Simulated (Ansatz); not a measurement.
The parent structure is ZrSe2 in the CdI2 type structure (space group P-3m1, No. 164; a = 3.660 Å, c = 5.841 Å; layered, stacked along the Cartesian z axis; relaxed with 0.1 eV smearing). Axes: x lies along a and z along c of the hexagonal cell.

Method: PBEsol-D3(BJ) in Ansatz (plane waves to 420 eV, PAW, without spin-orbit coupling), earlier PAW set.

It is then changed as follows: biaxial strain −2.50 %, plane normal [001], relaxed out of plane (Cartesian); in-plane vectors clamped, the third vector and the atoms free.

Q: What happens to the in-plane stress?

A: The mean in-plane stress (compression positive) amounts to +3.5 GPa.

Q: Predict the new out-of-plane strain.

A: The out-of-plane strain comes out as +1.02 %.

Stability against distortions was not tested. The final runs are not spin-polarised.

Ansatz is a program for electronic structure.
